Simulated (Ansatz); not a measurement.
Short convergence ladders for a (001) slab of Fe2Si (cut from a parent of space group no. 139; 6 atoms in the cell)

```yaml
crystal:
  lattice:
    - [2.68689, 0.00000, 0.00000]
    - [0.00000, 2.68689, 0.00000]
    - [0.00000, 0.00000, 21.28690]
  atoms:
    - { symbol: Fe, position: [0.00000, 0.00000, 0.32884], spin: 4.0 }
    - { symbol: Fe, position: [0.50000, 0.50000, 0.67116], spin: 4.0 }
    - { symbol: Si, position: [0.00000, 0.00000, 0.60427] }
    - { symbol: Fe, position: [0.50000, 0.50000, 0.53738], spin: 4.0 }
    - { symbol: Fe, position: [0.00000, 0.00000, 0.46262], spin: 4.0 }
    - { symbol: Si, position: [0.50000, 0.50000, 0.39573] }
```
(The spins are starting values, not results.)

Base method: PBEsol, default PAW files made with PBE (plane waves; Ansatz, a first-principles code).

Base settings: basis.ecutwfc = 420 eV; kpoints.mp_grid.grid = 9 9 1; hamiltonian.xc = pbesol; hamiltonian.pseudopotentials = {kind: paw} (the program's default PAW files); magnetization.spin_polarized = true; scf.occupations.method = gaussian; scf.occupations.width = 0.1 eV.

The count of work is k-points × plane waves × bands × iterations; it is no time. 

**The vacuum**

The mesh stays at the base's, so the ladder's end is converged at best in this setting alone.

Only quantities that move along the ladder and can be compared are tabulated.

These are the values that this program gave, and no reference: magnetic slabs can end in a higher state.

```csv
vacuum between outermost atoms (Å),free energy less the last step's (meV/atom),largest difference of a force vector from the last step's (eV/Å),net moment (μB/atom),count of work / last
3.0,-131.90,0.994,0.925,0.29
4.0,-32.80,0.371,1.025,0.34
5.0,-6.61,0.111,1.028,0.41
6.0,-1.03,0.031,1.031,0.29
7.0,-0.20,0.008,1.033,0.31
8.0,-0.05,0.002,1.034,0.36
10.0,-0.01,0.000,1.034,0.41
12.0,0.00,0.000,1.034,0.45
14.0,0.00,0.000,1.034,0.46
17.0,0.00,0.000,1.034,0.57
20.0,0.00,0.000,1.034,0.59
25.0,0.00,0.000,1.034,0.86
30.0,0.00,0.000,1.034,1.0
```

Smallest vacuum between outermost atoms (Å) that holds the forces within 0.005 eV/Å of the last step, with all finer ones: 8.0, at 0.36 of the last step's count of work; the step before is off by 0.008 eV/Å.

Smallest vacuum between outermost atoms (Å) that holds the free energy within 5 meV/atom of the last step, with all finer ones: 6.0, at 0.29 of the last step's count of work; the step before is off by 6.6 meV/atom.

Smallest vacuum between outermost atoms (Å) that holds the net moment within 0.05 μB/atom of the last step, with all finer ones: 4.0, at 0.34 of the last step's count of work; the step before is off by 0.11 μB/atom.

**The plane-wave cutoff**

The mesh stays at the base's, so the ladder's end is converged at best in this setting alone.

Only quantities that move along the ladder and can be compared are tabulated.

The magnetic state is not the same in all runs (site moments differ, or a search went on to a lower state), so steps between rows are not convergence errors alone.

These are the values that this program gave, and no reference: magnetic slabs can end in a higher state.

```csv
basis.ecutwfc,free energy less the last step's (meV/atom),largest difference of a force vector from the last step's (eV/Å),net moment (μB/atom),count of work / last
210 eV,7839.85,2.228,1.357,0.13
250 eV,1931.01,1.005,1.039,0.16
295 eV,357.50,0.157,1.047,0.21
355 eV,21.64,0.034,1.035,0.27
420 eV,1.92,0.001,1.034,0.36
505 eV,0.83,0.001,1.034,0.45
630 eV,0.27,0.000,1.034,0.66
840 eV,0.00,0.000,1.034,1.0
```

Coarsest basis.ecutwfc that holds the net moment within 0.05 μB/atom of the last step, with all finer ones: 250 eV, at 0.16 of the last step's count of work; the step before is off by 0.32 μB/atom.

Coarsest basis.ecutwfc that holds the forces within 0.02 eV/Å of the last step, with all finer ones: 420 eV, at 0.36 of the last step's count of work; the step before is off by 0.034 eV/Å.

Coarsest basis.ecutwfc that holds the free energy within 1 meV/atom of the last step, with all finer ones: 505 eV; the step before is off by 1.9 meV/atom.

On the base run: the starting cell comes from a database of computed structures (which also holds hypothetical and non-ambient phases and stackings), without a prior relaxation at this level. The slab is cut from that crystal, and its faces are unrelaxed. Its lattice was rescaled by up to half a per cent. The magnetic order is the one reached from the typed start; others were not searched systematically.

Left out of this page: 1 run of the series with a known weakness of the program.

Keys are those of Ansatz 0.2.
